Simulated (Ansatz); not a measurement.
**Nb: pressure series**

Consider Nb in the bcc (W type) structure (space group Im-3m, No. 229; a = 3.2712 Å).

Cell and atoms are relaxed at each pressure.

Computed with DFT with PBEsol, PAW potentials and a 420 eV plane-wave cutoff in Ansatz (a program for electronic structure), no spin-orbit coupling, earlier PAW set.

Notes on the quantities. enthalpy: H = E + PV relative to the base's energy.

| variant | enthalpy | lattice parameter a |
|---|---|---|
| base | – | 3.271 Å |
| pressure −2 GPa | -0.22 eV/atom | ? |
| pressure −1 GPa | -0.11 eV/atom | 3.277 Å |
| pressure 3 GPa | +0.32 eV/atom | 3.254 Å |
| pressure 7 GPa | +0.75 eV/atom | ? |
| pressure 15 GPa | +1.58 eV/atom | 3.194 Å |
| pressure 30 GPa | +3.06 eV/atom | 3.134 Å |
| pressure 50 GPa | +4.92 eV/atom | 3.068 Å |
| pressure 75 GPa | +7.10 eV/atom | ? |
| pressure 100 GPa | +9.14 eV/atom | ? |

**Question.** What belongs in the blanks?

**Answer.** 
- pressure −2 GPa, lattice parameter a: 3.284 Å
- pressure 7 GPa, lattice parameter a: 3.232 Å
- pressure 75 GPa, lattice parameter a: 2.999 Å
- pressure 100 GPa, lattice parameter a: 2.945 Å

Load acts through the strain it causes; cell and atoms are relaxed under it. Stability against distortions was not tested. No other phases were tried under pressure. All final runs are without spin polarisation.
